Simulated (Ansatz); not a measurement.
## Worked example: self-consistent single point of HfSi (Pm, 8 atoms in the cell) in Ansatz

Method: LDA (PW92), default PAW files made with PBE (plane waves; Ansatz, a program for electronic structure).

Input as run:

Ansatz 0.2 input:
```yaml
# HfSi
crystal:
  lattice:
    - [6.841813, 0.000000, 0.000000]
    - [0.000000, 3.756925, 0.000000]
    - [0.000000, 0.000000, 5.207780]
  atoms:
    - { symbol: Hf, position: [0.675140, 0.250000, 0.383991] }
    - { symbol: Hf, position: [0.324860, 0.750000, 0.625610] }
    - { symbol: Hf, position: [0.824860, 0.750000, 0.874390] }
    - { symbol: Hf, position: [0.175140, 0.250000, 0.125610] }
    - { symbol: Si, position: [0.543120, 0.250000, 0.860870] }
    - { symbol: Si, position: [0.456880, 0.750000, 0.139130] }
    - { symbol: Si, position: [0.956880, 0.750000, 0.360870] }
    - { symbol: Si, position: [0.043120, 0.250000, 0.639130] }
basis:
  ecutwfc: 420.0
kpoints:
  mp_grid: { grid: [3, 7, 5] }
hamiltonian:
  xc: lda
  pseudopotentials: { kind: paw }
scf:
  occupations: { method: gaussian, width: 0.1 }
output:
  forces: true
  eigenvalues: true
  stress: true
```

The program printed (abridged):

```
WARN ansatz: RAYON_NUM_THREADS=1 ignored (pool sized by the plan → 1); use --threads N
Pseudopotentials: kind: paw
Pseudopotential: Hf, paw, valence charge 26
Pseudopotential: Si, paw, valence charge 4
Crystal: 8 atoms, lattice volume = 133.862 Å³
Basis set: ecut = 420 eV, 2631 PW (Γ)
Bands: 72, of which v1, the nominal top of the filled ones, is band 60 counted from 1 (59 counted from 0)
Symmetry: 2 space group operations
Space group: Pm (ITA 6), of the structure as read, at distance tolerance 5.1e-5 Å
k-points: 32 of 105 (time reversal used)
PAW frozen core: Hf, regenerated for the run's functional, and the local potential with it
PAW frozen core: Si, regenerated for the run's functional, and the local potential with it
Initial density: superposition of atomic densities (neutral atoms: chi_scale 0, normalization atom), corrected by the library's trained network
Initial wavefunctions: pseudopotential atomic-orbital guess
Eigensolver: davidson
Functional: x = slater, c = lda
SCF iter   1: F=—  HF=-64349.231362 eV  |F-HF|=—  |Δ(HF+E_count)|=         —  Δρ=6.12e-3  dr2=7.11e-2  ethr=1.77e-3  ⟨swp⟩=5.8  Hψ=8110  notcnv=0
all-band conjugate gradients solve this SCF's bands
preconditioner: auto → Kerker (q_TF=auto, 2.679 Å⁻¹)
SCF iter   2: F=—  HF=-64349.219552 eV  |F-HF|=—  |Δ(HF+E_count)|=   1.18e-2  Δρ=3.73e-3  dr2=2.32e-2  ethr=5.92e-5  ⟨swp⟩=2.6  Hψ=3884  notcnv=0
SCF iter   3: F=—  HF=-64349.216595 eV  |F-HF|=—  |Δ(HF+E_count)|=   2.96e-3  Δρ=1.26e-3  dr2=3.03e-3  ethr=1.93e-5  ⟨swp⟩=2.0  Hψ=3532  notcnv=0
SCF iter   4: F=—  HF=-64349.213312 eV  |F-HF|=—  |Δ(HF+E_count)|=   3.28e-3  Δρ=3.11e-4  dr2=9.95e-5  ethr=2.52e-6  ⟨swp⟩=2.0  Hψ=4047  notcnv=0
SCF iter   5: F=—  HF=-64349.213306 eV  |F-HF|=—  |Δ(HF+E_count)|=   6.10e-6  Δρ=7.92e-5  dr2=1.30e-5  ethr=8.29e-8  ⟨swp⟩=2.0  Hψ=4066  notcnv=0
SCF iter   6: F=—  HF=-64349.213300 eV  |F-HF|=—  |Δ(HF+E_count)|=   5.13e-6  Δρ=1.87e-5  dr2=4.07e-7  ethr=1.08e-8  ⟨swp⟩=2.0  Hψ=3530  notcnv=0
SCF iter   7: F=—  HF=-64349.213301 eV  |F-HF|=—  |Δ(HF+E_count)|=   1.81e-7  Δρ=8.25e-6  dr2=1.20e-7  ethr=8.33e-11  ⟨swp⟩=10.3  Hψ=11457  notcnv=0
SCF iter   8: F=-64349.213300 eV  HF=-64349.213301 eV  |F-HF|=8.38e-8  |Δ(HF+E_count)|=   1.02e-7  Δρ=4.80e-6  dr2=3.92e-8  ethr=8.33e-11  ⟨swp⟩=5.2  Hψ=8823  notcnv=0
SCF 1 converged in 8 iterations: F = -64349.213300 eV  dr2 = 3.92e-8
SCF converged after 8 iterations
Free energy (F): -64349.213300 eV
Harris-Foulkes:  -64349.213301 eV  (|F-HF|=8.38e-8)
Internal energy: -64349.207085 eV  (E = F + TS)
E sigma→0 (E₀):  -64349.210193 eV
Entropy (-TS):   -0.006215 eV (-0.777 meV/atom)
Fermi energy:    17.735960 eV
--- Per-component energies (eV) ---
  E_band       = 92.415046
  E_kinetic    = 1874.763022
  E_local      = -23070.645853  (includes V_loc(G=0)·N_el)
  E_nonlocal   = -4824.701196
  E_hartree    = 10863.291820
  E_xc         = -1417.744392
  E_vxc        = -1266.145441  (∫ρ·V_xc dr)
  E_paw        = -28685.560918  (= ΣΔE_a)
  E_vpaw       = 5652.566156  (= ΣTr[D̂ρ^β])
  E_aug_tail   = 0.000017  (compensation charges beyond the density's cutoff)
  E_ewald      = -19098.775879
  E_core_change = 10.166293  (= ΣΔE_core)
  E_smearing   = -0.006215  (= −TS)
  E_closure    = 0.000000  (closes the sum)
  Σ components = -64349.213300   (vs F -64349.213300, Δ=0.00e0)
--- Forces (eV/Å), atoms counted from 1 ---
  atom   1  Hf    -0.05423379     0.00000000    -0.62932035
  atom   2  Hf     0.01034148     0.00000000     0.05396257
  atom   3  Hf     0.00318290     0.00000000     0.10341197
  atom   4  Hf    -0.02324702     0.00000000     0.05276500
  atom   5  Si     0.03134562     0.00000000     0.15824858
  atom   6  Si     0.02621936     0.00000000     0.21672017
  atom   7  Si    -0.10205131     0.00000000    -0.11604034
  atom   8  Si     0.10844374     0.00000000     0.16024985
  max |Σ_I F_I| component: 2.55e-6 eV/Å
--- Stress (GPa, compression-positive) ---
       -4.362933       0.000000      -0.304439
        0.000000      -4.966300       0.000000
       -0.304439       0.000000      -3.737320
  P = ⅓ Tr σ = -4.3555 GPa (-43.555 kbar)
  The stress holds the Pulay correction. Without it, at fixed plane waves, as pw.x and ABINIT print it: P = -4.3959 GPa
--- Band table (eV; the first three rows and the last of 32) ---
  k-point 0: bands = ["-44.1225", "-44.1077", "-44.1009", "-44.0919", "-13.0162", "-13.0106", "-12.9713", "-12.8956", "-12.8864", "-12.8736", "-12.8086", "-12.7613", "-12.7134", "-12.6975", "-12.6965", "-12.6348", "5.4839", "5.8154", "5.8261", [...]
  k-point 1: bands = ["-44.1205", "-44.1063", "-44.1029", "-44.0933", "-13.0430", "-12.9766", "-12.9389", "-12.9244", "-12.8830", "-12.8473", "-12.7985", "-12.7739", "-12.7319", "-12.7080", "-12.6969", "-12.6492", "5.6497", "5.8147", "5.8249", [...]
  k-point 2: bands = ["-44.1153", "-44.1086", "-44.1020", "-44.0970", "-13.0379", "-12.9972", "-12.9200", "-12.8626", "-12.8502", "-12.8489", "-12.8081", "-12.7809", "-12.7705", "-12.7353", "-12.6925", "-12.6764", "5.8059", "5.8173", "5.8183", [...]
  k-point 31: bands = ["-44.1074", "-44.1047", "-44.1024", "-44.1011", "-13.0026", "-12.9882", "-12.9734", "-12.9512", "-12.9003", "-12.8693", "-12.8549", "-12.8240", "-12.7379", "-12.7275", "-12.7192", "-12.6943", "5.8162", "5.8199", "5.8229", [...]
```

The run converged in 8 iterations.

The starting cell comes from a database of computed structures (which also holds hypothetical and non-ambient phases and stackings), without a prior relaxation at this level. Its lattice was rescaled by up to half a per cent. One atom was moved a little off its site on purpose. Spin-orbit coupling is off. With a pressure of about -4 GPa the cell is away from its equilibrium volume at this level. Ansatz's pressure includes its estimate of the finite-basis (Pulay) stress.
